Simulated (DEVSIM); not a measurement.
Structure: Ti/AlN/p-Ge capacitor, at 300 K.

Layer 1 from the left is AlN, thickness (nm) 3.40. Layer 2 from the left is Ge, thickness (nm) 2500, Na (cm⁻³) 5.8e16.

Metal gate on the left, work function 4.33 eV. Fixed charge at the semiconductor interface -3.4e11 cm⁻² (in units of +e); no interface traps.

The device is made up for the run: typed textbook-type constants, with dimensions and the other settings drawn at random. Values at 300 K.

AlN: gap (eV) 6.1, affinity (eV) 1.9, permittivity 8.5. Ge: gap (eV) 0.664, affinity (eV) 4, permittivity 16, Nc (cm⁻³) 1.04e19, Nv (cm⁻³) 6e18.

Problem. Estimate by hand the flat-band voltage, the threshold voltage, and compare with a numerical solution.

Solution. 
- Flat-band voltage: C = 2.21 μF/cm², work-function difference -0.214 V; VFB = φms − qNf/C = -0.19 V; numerical -0.19 V.
- Threshold voltage: φF = 0.205 V, depletion charge √(4εqNφF) = 1.04e-7 C/cm²; VT = VFB + 2φF + Qd/C = 0.27 V; numerical 0.27 V.

DEVSIM, 1D Poisson equation in equilibrium, Boltzmann statistics, complete ionisation; no quantum confinement or tunnelling. Metal contacts follow the ideal Schottky-Mott rule: no Fermi-level pinning, no interface dipoles.
